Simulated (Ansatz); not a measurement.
# A computed series for Sn: pressure series

Start from Sn (space group I4_1/amd, No. 141; a = 5.947 Å, c = 3.212 Å).

Cell and atoms are relaxed at each pressure.

Calculations: PBE (Ansatz, a first-principles code), without spin-orbit coupling, earlier PAW set.

Notes on the quantities. enthalpy: H = E + PV relative to the base's energy.

| case | enthalpy | shortest interatomic distance | c/a ratio |
|---|---|---|---|
| base | – | 3.080 Å | 0.540 |
| pressure −2 GPa | -0.36 eV/atom | 3.128 Å | 0.541 |
| pressure −1 GPa | -0.18 eV/atom | 3.103 Å | 0.540 |
| pressure 0.9 GPa | +0.16 eV/atom | 3.062 Å | 0.540 |
| pressure 2.1 GPa | +0.36 eV/atom | 3.040 Å | 0.540 |
| pressure 4.5 GPa | +0.77 eV/atom | 3.002 Å | 0.539 |
| pressure 9 GPa | +1.48 eV/atom | 2.945 Å | 0.539 |
| pressure 15 GPa | +2.38 eV/atom | 2.888 Å | 0.538 |
| pressure 22.5 GPa | +3.44 eV/atom | 2.832 Å | 0.538 |
| pressure 30 GPa | +4.45 eV/atom | 2.788 Å | 0.538 |

Load acts through the strain it causes; cell and atoms are relaxed under it. No phonon test of stability was made. Measured, Sn leaves this structure (for a body-centred tetragonal phase) near 8 GPa (temperature not stated; as listed in Olga Degtyareva, NATO science for peace and security series. B, Physics and biophysics (2010)).
